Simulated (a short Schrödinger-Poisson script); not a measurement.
Structure: symmetric double-gate stack, SiO2 on p-type Si(100), at 300 K.

| layer | material | thickness (nm) | Na (cm⁻³) |
|---|---|---|---|
| 1 | SiO2 | 3.6 | - |
| 2 | Si | 6 | 2e15 |
| 3 | SiO2 | 3.6 | - |

Constants are typed, rounded textbook-type inputs, not results; the design itself was drawn at random and stands for no fabricated device. SiO2: permittivity 3.9, conduction-band edge (eV) 3.15, gap (eV) 9, electron mass (mₑ) 0.5. Si: permittivity 11.7, conduction-band edge (eV) 0, gap (eV) 1.124, Nv at 300 K (cm⁻³) 3.1e19.

Channel valleys (confinement mass, in-plane density-of-states mass, number): Δ2 0.916, 0.19, 2; Δ4 0.19, 0.417, 4. At the gates, both at one voltage, the conduction-band edge of layer 1 lies 3.33 eV − eVg above the Fermi level of the channel. Gaps are held at their typed values at every temperature. Mesh 0.03 nm at interfaces.

From a short Schrödinger-Poisson script (our own, NumPy): 1D Poisson equation in equilibrium, electrons classical, Boltzmann, parabolic valleys, classical holes, full ionisation, no traps, pinning or gate leakage.

The same stack at other levels of the model or other numerical settings:

```
run                                          sheet density of all electrons at Vg = 2.4 V (cm⁻²)  sheet density of all electrons at Vg = 0.6 V (cm⁻²)  capacitance of both gates at Vg = 2.4 V (μF/cm²)  rough cost against the base
-------------------------------------------  ---------------------------------------------------  ---------------------------------------------------  ------------------------------------------------  ---------------------------
base                                                                                     2.56e13                                              5.06e12                                              1.87                      about 1
electrons treated as classical, Fermi-Dirac                                              2.51e13                                              5.02e12                                              1.82                            3
electrons treated as quantum, Hartree                                                    2.36e13                                              4.53e12                                              1.75                           40
mesh six times as coarse                                                                 2.54e13                                              5.03e12                                              1.85                      about 1
```

The classical rows ignore confinement, and Boltzmann statistics overrate the density once the band edge passes the Fermi level.
